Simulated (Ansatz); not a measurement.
Subject: the energy of the reaction as written. Reaction: 3 cell B → cell A. Negative: the products are lower in energy.

Cell A: a sheet of composition Rh3, 3 atoms, hexagonal cell of 4.94 Å (21.1 Å²), symmetry P6/mmm, 0.0 Å thick under 16 Å of vacuum, in-plane vectors relaxed; planes from bottom to top: Rh3, all atoms in one plane; a model cell; spin state with PBE: parallel moments, net moment 3.5 μB a cell, k-point mesh 18×18×1.
```
Rh
1.0
    4.93938     0.00000     0.00000
   -2.46969     4.27763     0.00000
    0.00000     0.00000    16.00000
Rh
3
Direct
  0.50000   0.00000   0.50000
  0.00000   0.50000   0.50000
  0.50000   0.50000   0.50000
```

Cell B: a sheet of composition Rh, 1 atom, hexagonal cell of 2.57 Å (5.7 Å²), symmetry P6/mmm, 0.0 Å thick under 16 Å of vacuum, in-plane vectors relaxed; planes from bottom to top: Rh; a model cell; spin state with PBE: net moment 1.1 μB a cell, k-point mesh 30×30×1.
```
CELL_PARAMETERS angstrom
      2.57251     0.00000     0.00000
     -1.28626     2.22786     0.00000
      0.00000     0.00000    16.00000
ATOMIC_POSITIONS crystal
  Rh 0.00000 0.00000 0.50000
```

Computed with Ansatz (plane waves, PAW), its default PAW set, cutoff 420 eV. The structures are at rest with PBE. Neutral cells; Fermi-Dirac smearing of at most 0.10 eV in the solids, energies taken to zero width. A dispersion term (D3(BJ), or D4 for r2SCAN) was computed beside these levels and is taken off wherever the name lacks it. Nuclei at rest; no vibrational terms. Spin states are those reached from the starting moments, not proven ground states. The cells' k-point meshes differ in density, so the last digit is unsettled. Cell A has symmetry P6/mmm and got no random move, so less symmetric positions, which may lie lower, weren't tried. Cell B has symmetry P6/mmm and got no random move, so less symmetric positions, which may lie lower, weren't tried.

Question: Estimate the value that PBE returns for this input.

Answer: 1.98 eV, for 3 cell B → cell A.

Ansatz is an electronic-structure program.
